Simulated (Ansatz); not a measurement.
Take MgTe in the wurtzite structure (space group P6_3mc, No. 186; a = 4.5089 Å, c = 7.3377 Å) as the base. Axes: x lies along a and z along c of the hexagonal cell.

The values are results of Ansatz (a quantum-chemistry and plane-wave program), LDA, PAW, cutoff 420 eV, scalar-relativistic without spin-orbit coupling, not measurements.

For the base:

```
Quantity                         Result
-----------------------------  --------
Pressure                       0.0 kbar
Shortest interatomic distance  275.7 pm
```

Now apply this change: uniaxial strain ε_zz = −2.40 %, all other strain components held at zero, atoms relaxed at fixed cell.

Question: Predict the new pressure, shortest interatomic distance and energy relative to the base.

Answer: The pressure (mean of the normal stresses, compression positive) goes from zero to 9.8 kbar; the shortest interatomic distance shrinks by 2.2 pm to 273.5 pm; the energy rises by 3.5 meV/atom.

No phonon test of stability was made.
